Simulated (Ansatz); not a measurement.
Start from AlNi$_{3}$ in the Cu3Au type structure (space group Pm-3m, No. 221; a = 3.567 Å; weakly magnetic (sensitive to the mesh)).

Level of theory: PBE, PAW, 420 eV (Ansatz, a program for electronic structure; no SOC).

Base values:

* **Lattice parameter a**: 3.567 Å
* **Band gap**: zero

One thing is altered: Tl takes the place of Ni on all its sites, then cell and atoms are relaxed.

Tabulated Pauling electronegativity and covalent radius: Ni 1.91, 1.24 Å; Tl 1.62, 1.45 Å.

Question: How does this affect the lattice parameter a and band gap?

Answer: The lattice parameter a grows by 1.254 Å (3.567 Å → 4.821 Å); the band gap stays zero.

Other magnetic orders, which the real material may have, were not ruled out. No phonon test of stability was made. As relaxed here, AlTl3 is a hypothetical phase, not in the database extracts checked.
